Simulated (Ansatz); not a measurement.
**How the smallest direct gap on the k points sampled of SiC (model structure, started from the CdTe type, P6₄22, No. 181, 6 atoms in the cell) moves with the method**

No measured value is used here.

```csv
level (code),value (eV),cell (Å³/atom)
LDA (Ansatz),[?],9.36
PBEsol (Ansatz),2.98,9.54
r²SCAN (Ansatz),3.41,9.59
r²SCAN+rVV10 (Ansatz),3.40,9.57
G0W0@PBEsol (Ansatz),3.81,9.54
```

### Question
What belongs in the gaps?

### Answer

- LDA (Ansatz, a first-principles code), value (eV): 3.05

At these levels the smallest gap is indirect and lower: LDA 0.82, PBEsol 0.77, r²SCAN 1.18, r²SCAN+rVV10 1.16, G0W0@PBEsol 1.62 eV. Computed values are for a static lattice.  G0W0@PBEsol: the correction to the complete basis was taken at k points off the band edges. Values are at the level's own equilibrium cell; G0W0@PBEsol at the PBEsol cell. Cutoffs differ between the levels. Ansatz's density-functional and Hartree–Fock values are scalar-relativistic unless marked +SOC, with PAW data made under PBE.

A model structure was made by putting elements into a prototype or built by hand; it is no filed structure, need not be a known phase, and can be a saddle point held by its symmetry.
